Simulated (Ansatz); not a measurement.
## Sn: pressure series

Consider Sn in the diamond structure (space group Fd-3m, No. 227).

```cif
data_Sn8
_chemical_formula_sum 'Sn8'
_space_group_name_H-M_alt 'Fd-3m :1'
_space_group_IT_number 227
_space_group_name_Hall 'F 4d 2 3 -1d'
_cell_length_a 6.65617
_cell_length_b 6.65617
_cell_length_c 6.65617
_cell_angle_alpha 90.000
_cell_angle_beta 90.000
_cell_angle_gamma 90.000
loop_
_atom_site_label
_atom_site_type_symbol
_atom_site_symmetry_multiplicity
_atom_site_Wyckoff_symbol
_atom_site_fract_x
_atom_site_fract_y
_atom_site_fract_z
_atom_site_occupancy
Sn1 Sn 8 b 0.50000 0.50000 0.50000 1
```
(The calculation used a cell of 2 atoms; values per cell refer to that cell.)

Cell and atoms are relaxed at each pressure.

All numbers come from PBE (Ansatz, a program for electronic structure, PAW, no spin-orbit coupling).

Question: Only one of these has a band gap. Which?
A) pressure 9 GPa
B) pressure −1 GPa
C) pressure 15 GPa
D) pressure −2 GPa

Answer: C, pressure 15 GPa. Computed: pressure −2 GPa: zero; pressure 15 GPa: 0.26 eV; pressure 9 GPa: zero; pressure −1 GPa: zero

Load acts through the strain it causes; cell and atoms are relaxed under it. Whether these cells are dynamically stable was not tested. Tetrahedral semiconductors of this kind turn to denser phases somewhere between about 1 and 50 GPa; those were not computed, so compressed cells here can lie past the real transition. A zero or small gap of Sn can be the functional's error rather than a property of the material.
